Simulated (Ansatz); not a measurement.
TaW3 (model structure, started from the A15 type, Pm-3n, No. 223, 8 atoms in the cell) was calculated with LDA in Ansatz (plane waves, PAW).

Run with plane-wave cutoff 520 eV, 12×12×12 k mesh, Fermi–Dirac smearing 0.05 eV, no spin polarisation, scalar-relativistic PAW data made under PBE.

Cell (relaxed at this level):

```
CELL_PARAMETERS angstrom
      5.05200     0.00000     0.00000
      0.00000     5.05200     0.00000
      0.00000     0.00000     5.05200
ATOMIC_POSITIONS crystal
  W  0.25000 0.00000 0.50000
  W  0.75000 0.00000 0.50000
  W  0.00000 0.50000 0.25000
  W  0.00000 0.50000 0.75000
  W  0.50000 0.25000 0.00000
  W  0.50000 0.75000 0.00000
  Ta 0.00000 0.00000 0.00000
  Ta 0.50000 0.50000 0.50000
```

### Question
Estimate the bulk modulus B0 that the calculation returns.

### Answer

- bulk modulus B0: 296 GPa

Note: the run has no spin polarisation, so it can have missed a magnetic state; the bulk modulus is −V dP/dV from two relaxed cells at ±2 % in volume; the relaxation could raise the start's symmetry but not lower it, so the cell can be a saddle point.

Spin–orbit coupling is not included.

Computed values are for the static lattice.

The result took around 3.0 core-minutes (rough).

A model structure was made by putting elements into a prototype or built by hand; it is no filed structure, need not be a known phase, and can be a saddle point held by its symmetry.

Ansatz is a quantum-chemistry and plane-wave program.
